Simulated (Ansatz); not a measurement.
A periodic model of amorphous Si$_{24}$O$_{48}$La:

```
LaO48Si24
1.0
   10.35252     0.00000     0.00000
    0.00000    10.35252     0.00000
    0.00000     0.00000    10.35252
Si O La
24 48 1
Direct
  0.69037   0.63711   0.98536
  0.91529   0.67545   0.36172
  0.30522   0.09248   0.59436
  0.81416   0.17195   0.61723
  0.44103   0.32991   0.66372
  0.03110   0.00493   0.68804
  0.04022   0.87920   0.18147
  0.55235   0.90993   0.99238
  0.17078   0.56252   0.49113
  0.21283   0.48338   0.00686
  0.10582   0.74028   0.74204
  0.94799   0.16365   0.15874
  0.67326   0.51959   0.25756
  0.99643   0.65499   0.99676
  0.47456   0.53868   0.47835
  0.52181   0.58468   0.75461
  0.57627   0.97539   0.28017
  0.21128   0.22854   0.12764
  0.29404   0.01074   0.29903
  0.71020   0.22945   0.34019
  0.70483   0.82286   0.50655
  0.03334   0.18079   0.90748
  0.33852   0.74242   0.91742
  0.56231   0.07947   0.73041
  0.44400   0.70853   0.80672
  0.94043   0.07766   0.58202
  0.01420   0.84900   0.67765
  0.30617   0.61323   0.00193
  0.97097   0.01040   0.13572
  0.56258   0.57776   0.35464
  0.83263   0.72330   0.48790
  0.63053   0.56228   0.11100
  0.07264   0.53626   0.06514
  0.31283   0.13181   0.19824
  0.27230   0.07090   0.44286
  0.18390   0.03337   0.67220
  0.32371   0.58108   0.44959
  0.17614   0.91437   0.25462
  0.07861   0.23255   0.21595
  0.26954   0.37424   0.10833
  0.92132   0.22278   0.01321
  0.82097   0.56858   0.29049
  0.84421   0.63235   0.00959
  0.21705   0.79974   0.83432
  0.42754   0.92822   0.30480
  0.05559   0.79004   0.05122
  0.40284   0.85592   0.00590
  0.31065   0.24485   0.63836
  0.54215   0.23628   0.73933
  0.85925   0.28004   0.71850
  0.06213   0.62478   0.39346
  0.54602   0.61371   0.60060
  0.64969   0.78768   0.97486
  0.48348   0.38496   0.51973
  0.17063   0.16267   0.98775
  0.59776   0.98239   0.12379
  0.59513   0.12215   0.33631
  0.44264   0.02518   0.63902
  0.67381   0.87468   0.35340
  0.43014   0.45576   0.75818
  0.99249   0.04564   0.83592
  0.56186   0.00892   0.87055
  0.18407   0.42137   0.86836
  0.01604   0.64772   0.83658
  0.15735   0.64312   0.63127
  0.64993   0.56714   0.84749
  0.82938   0.17789   0.25445
  0.12724   0.41907   0.52660
  0.93966   0.80154   0.27208
  0.76143   0.24585   0.48737
  0.70505   0.06630   0.66599
  0.66428   0.36414   0.27511
  0.02826   0.41979   0.71800
```

Methods: PBE, scalar-relativistic without spin-orbit coupling (Ansatz, a quantum-chemistry and plane-wave program); r2SCAN, scalar-relativistic without spin-orbit coupling (Ansatz); HSE06, scalar-relativistic without spin-orbit coupling (Ansatz). Neutral PBE cell, which sets geometry, pressure and energy: sampling: a 2×2×2 Γ-centred mesh; Fermi-Dirac width 0.02 eV; collinear spin, started from a total moment of 1 μB. The usual formal charges leave 3 electrons over, so the level spacing at the Fermi energy parts defect or band states and needn't be the band gap. In the spin-polarised cell the level spacing at the Fermi energy can part levels of unlike spin. Exact exchange is cut at the faces of this 10 Å cell, which leaves hybrid gaps a finite-size error.

Preparation: random packing, a CHGNet melt and quench, and a DFT relaxation. O atoms were pushed apart under 1.9 Å during the dynamics, to hinder bonds among them. The hot cell started wider than the set density and was brought back towards it in steps. It is the lowest in DFT energy of 2 quenches. It is a model cell: composition and starting density were chosen by hand, and all elements were melted together. No dispersion term was used. Its density started from a set value of 2.37 and ended at 2.37 g/cm³. The quench (nominally 400 K/ps over its main leg) was far faster than any real one, so the model tends to hold more defects than a real film. One small periodic cell is one sample of the glass; other quenches scatter about these values. The volume was held where the preparation left it. Cycles of charging lowered its energy after that relaxation.

Question: Give the pressure, the energy against reference phases and the spacing of the highest filled and lowest empty levels.

Answer: 
```yaml
Pressure on a 2×2×2 Γ-centred mesh: 9.8 kbar
Largest force and stress component on that mesh (the relaxation ran on the zone centre alone): 0.04 eV/Å and 2.2 GPa
Energy relative to alpha cristobalite + hexagonal La2O3 + silicon (lowest mix at this level among the phases computed, not always the ambient ones): 0.124 eV/atom
Level spacing at the Fermi energy on a 2×2×2 Γ-centred mesh (PBE): 1.48 eV
Level spacing at the Fermi energy at the zone centre (PBE): 1.51 eV
Level spacing at the Fermi energy at the zone centre (r2SCAN): 2.32 eV
Level spacing at the Fermi energy at the zone centre (HSE06): 2.92 eV
Distance between the nearest levels spread over more than a fifth of the atoms or a third of the atoms of their main element (six at least) (PBE, zone centre): 5.64 eV
net_moment: 1.00 μB
```

Question: At PBE and the zone centre, how localised are the states just below and above the Fermi level (participation number: the atoms over which a state spreads)?

Answer: The highest filled state is spread over 4.6 atoms' worth, largest on Si22, with weights by element (charge in smoothed Voronoi cells) Si 0.46, O 0.46, La 0.09. The lowest empty state is spread over 4.5 atoms' worth, largest on Si22, with weights by element (charge in smoothed Voronoi cells) Si 0.46, O 0.40, La 0.13.

At PBE the levels at both edges of the gap are localised (band-tail or defect states), and the nearest spread-out levels lie 5.6 eV apart at the zone centre.

Neighbours within Si-Si 2.60 Å, Si-O 1.90 Å, Si-La 3.20 Å, O-O 1.58 Å, O-La 3.00 Å, La-La 3.96 Å count as bonded. Two cations that share two anions don't count as bonded, nor two that share one unless they lie closer than Si-Si 2.38 Å, Si-La 3.11 Å, La-La 3.85 Å.

Added carriers, by PBE, scalar-relativistic without spin-orbit coupling (Ansatz) on the zone centre alone. Charged cells keep the cell fixed and stand in a uniform background, with no image correction, at a width of 0.01 eV; where the count is odd the moment is locked at 1 μB, unless the neutral cell bore moments. Each starts from the undistorted neutral geometry alone. PBE's self-interaction favours spread-out carriers, so it can miss traps that a hybrid finds.

Question: What happens at PBE when the cell takes an extra electron and the atoms relax?

Answer: Relaxation lowers the charged cell by 0.93 eV. The largest moves are O67 0.53 Å, O70 0.38 Å, Si22 0.29 Å, O28 0.28 Å. No bond crosses its cut-off with a change of over 0.15 Å (metal-metal contacts aside). Made neutral again at that geometry, the cell lies +0.90 eV from the neutral start.

Question: What happens at PBE when the cell takes a hole and the atoms relax?

Answer: Relaxation lowers the charged cell by 3.14 eV. The largest moves are O61 1.46 Å, La73 1.16 Å, O68 1.07 Å, O27 0.95 Å. Bonds broken: O65-La73. Bonds formed: Si22-O63. Made neutral again at that geometry, the cell lies +0.38 eV from the neutral start.

Ahead of the cycles of charging, a PBE run started with 1 μB on atoms that lack a bond or may hold spare charge kept moments, at no lower energy.
